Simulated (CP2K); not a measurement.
Band structure of HfN (Fm-3m, 2 atoms in the cell).

```
HfN
1.0
    3.19612     0.00000     0.00000
    1.59806     2.76792     0.00000
    1.59806     0.92264     2.60962
Hf N
1 1
Direct
  0.00000   0.00000   0.00000
  0.50000   0.50000   0.50000
```

Computed with PBE, GPW, DZVP-MOLOPT-SR-GTH basis, GTH-PBE potentials (GTH_POTENTIALS) (CP2K 2026.2).

Settings: CUTOFF = 500 Ry; REL_CUTOFF = 40 Ry; SMEAR/METHOD = GAUSSIAN; SIGMA = 0.272 eV; KPOINTS/SCHEME = MONKHORST-PACK 10 10 10; GAMMA_CENTERED = T; XC_FUNCTIONAL = PBE; Hf/BASIS_SET = DZVP-MOLOPT-SR-GTH-q12; Hf/POTENTIAL = GTH-PBE-q12; N/BASIS_SET = DZVP-MOLOPT-SR-GTH-q5; N/POTENTIAL = GTH-PBE-q5; METHOD = GPW; EPS_DEFAULT = 1e-10; EXTRAPOLATION = USE_GUESS.

The starting cell has typed, rounded lattice constants, without a prior relaxation at this level. Spin-orbit coupling is off. Values carry the incompleteness of an atom-centred basis.

Levels in eV from the Fermi level, bands 6 to 11:
| point | 6 | 7 | 8 | 9 | 10 | 11 |
|---|---|---|---|---|---|---|
| Γ | -3.34 | -3.34 | -3.34 | -0.42 | -0.42 | -0.42 |
| X | -5.68 | -3.98 | -3.98 | -3.91 | 3.99 | 5.42 |
| W | -6.41 | -5.73 | -5.73 | 1.07 | 1.07 | 5.43 |
| K | -6.59 | -5.79 | -5.21 | -0.93 | 3.85 | 4.38 |
| L | -9.11 | -6.41 | -6.41 | 3.28 | 3.63 | 3.63 |
| U | -6.59 | -5.79 | -5.21 | -0.93 | 3.85 | 4.38 |

Bands cross the Fermi level along this path, so the cell is metallic at this level.

Higher empty bands are left out: an atom-centred basis made for the valence describes them poorly.
